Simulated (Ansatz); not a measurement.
Tm in the hcp (Mg type) structure (space group P6_3/mmc, No. 194; ferromagnetic)

```
Tm
1.0
    3.53587     0.00000     0.00000
   -1.76794     3.06215     0.00000
    0.00000     0.00000     5.79833
Tm
2
Direct
  0.33333   0.66667   0.75000
  0.66667   0.33333   0.25000
```

The values are results of PBEsol/PAW in Ansatz (a quantum-chemistry and plane-wave program), without spin-orbit coupling, earlier PAW set, not measurements. Γ-centred 15×15×8 mesh, Fermi–Dirac width 0.05 eV.

| Quantity | Result |
|---|---|
| Volume per atom | 31.39 Å³ |
| Density | 8.94 g/cm³ |
| Magnetic state | ferromagnetic |
| Total energy | -12796.242 eV/atom (σ→0; compares only within this code and set-up) |

Other magnetic orders, which the real material may have, were not ruled out. Open 4f shells without U are poorly described, and the f state was not checked. No phonon test of stability was made.
